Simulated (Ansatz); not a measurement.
The starting structures come from a database of crystals and need not be the phases stable at ambient conditions.

Here is the system:

```
Cs2GaLiF6
1.0
    8.20299     0.00000     0.00000
    0.80432     8.16346     0.00000
    3.27055     2.96414     2.71028
Cs Li Ga F
2 1 1 6
Direct
  0.33333   0.66667   0.73177
  0.66667   0.33333   0.26823
  0.00000   0.00000   0.50000
  0.00000   0.00000   0.00000
  0.72330   0.86165   0.64434
  0.27670   0.13835   0.35566
  0.13835   0.86165   0.22929
  0.86165   0.13835   0.77071
  0.13835   0.27670   0.81424
  0.86165   0.72330   0.18576
```

Space group of this cell: P-3m1. The cell is taken as given; by PBEsol its mean pressure is -2.5 GPa.

Transport runs along the normal of the first two printed cell vectors, the (111) plane of the conventional cell.

The gap is the functional's own, uncorrected, and κ follows it; spin-orbit coupling is left out. Mid-gap values are interpolated between the computed energies.

Problem. Predict the band gap and the smallest decay constant κ at mid-gap from PBEsol run with Ansatz (an electronic-structure program).

Solution. Gap 6.03 eV on a 12×12×12 mesh; κ = 0.477 1/Å, at the zone centre.
